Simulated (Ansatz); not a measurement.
NH2 on the (0001) surface of wurtzite GaN (2x2 Ga adatom at T4; a constructed slab, bottom: 3 H on 4 bottom sites), one in a cell of 36 Å², started at the site 'over Ga at depth 1.7 Å #2'

Host crystal: wurtzite GaN, with a band gap (PBE, scalar-relativistic without spin-orbit coupling).

Computed with r2SCAN, at the PBE geometry and the start's symmetry (plane waves to 500 eV, PAW; Ansatz, an electronic-structure program).

Set-up: 47 atoms, 13.9 Å thick at the start with caps and adatoms under the adsorbate (thin: gaps and levels are the slab's own); mesh 4x4x1; 0.01 eV smearing; dipole correction on; single point; no symmetry held, on the structure that PBE left; spin-polarised, ending with about 1.0 μB a cell; orders that need a larger cell were not tried, no spin-orbit, no U, no dispersion correction. The program's check for a lower electronic state was not made. At the end it is bonded to 2 Ga. In PBE it is, or lies within 0.03 eV of, the lowest of the starts that converged; the order may differ at this level.

```yaml
energy of the end state, in which the adsorbate broke or entered a bond of the host, against NH3(g) − ½ H2(g) at the same level: -1.07 eV
gap_of_the_slab_on_its_k_mesh: 0.30 eV
highest_filled_level_below_the_top_vacuum_level: 3.31 eV
change_of_the_step_from_the_bottom_to_the_top_vacuum_level_against_the_clean_slab: -1.11 eV
height of the binding atom over the mean of the host atoms within 0.3 Å of the top one: 0.041 Å
magnetic_moment_of_the_cell: 1.00 μB
caution: the clean host was not checked against rearrangement in a larger or rattled cell
```

A negative adsorption energy means that the adsorbate is more stable on the surface than in its reference.
